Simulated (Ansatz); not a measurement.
Start from TiC in the rock salt structure (space group Fm-3m, No. 225; relaxed with 0.1 eV smearing).

```
CELL_PARAMETERS angstrom
      0.00000     2.14668     2.14668
      2.14668     0.00000     2.14668
      2.14668     2.14668     0.00000
ATOMIC_POSITIONS crystal
  Ti 0.00000 0.00000 0.00000
  C  0.50000 0.50000 0.50000
```

Cartesian axes are those of the cell as printed.

Level of theory: Ansatz (a program for electronic structure), PBEsol, PAW, cutoff 420 eV, no spin-orbit coupling.

One thing is altered: biaxial strain +1.00 %, plane normal [001], relaxed out of plane (Cartesian); in-plane vectors clamped, the third vector and the atoms free.

Question: What happens to the out-of-plane strain?

Answer: The out-of-plane strain comes out as -0.44 %.

Question: How does this affect the in-plane stress?

Answer: The mean in-plane stress (compression positive) is -5.9 GPa.

Stability against distortions was not tested. All final runs are without spin polarisation.
